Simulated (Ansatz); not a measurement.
We consider Mo (P6₃/mmc, No. 194, 2 atoms in the cell; start mp-2647013; another form than the element's usual one), described by PBEsol (Ansatz, a program for electronic structure, plane waves, PAW).

Run with plane-wave cutoff 520 eV, 24×24×12 k mesh (along the axes of the cell as run), Fermi–Dirac smearing 0.05 eV, no spin polarisation, scalar-relativistic PAW data made under PBE.

Cell (relaxed at this level):

```
CELL_PARAMETERS angstrom
      2.73118     0.00000     0.00000
     -1.36559     2.36527     0.00000
      0.00000     0.00000     4.83388
ATOMIC_POSITIONS crystal
  Mo 0.66667 0.33333 0.75000
  Mo 0.33333 0.66667 0.25000
```

**Question.** Estimate the bulk modulus that the calculation returns.

**Answer.** 
- bulk modulus: 251 GPa

Note: the run has no spin polarisation, so it can have missed a magnetic state; the bulk modulus is −V dP/dV from two relaxed cells at ±2 % in volume; the relaxation could not lower the start's symmetry, so the cell can be a saddle point above a distorted one.

A start named mp-… is a Materials Project structure, which need not be a measured phase.
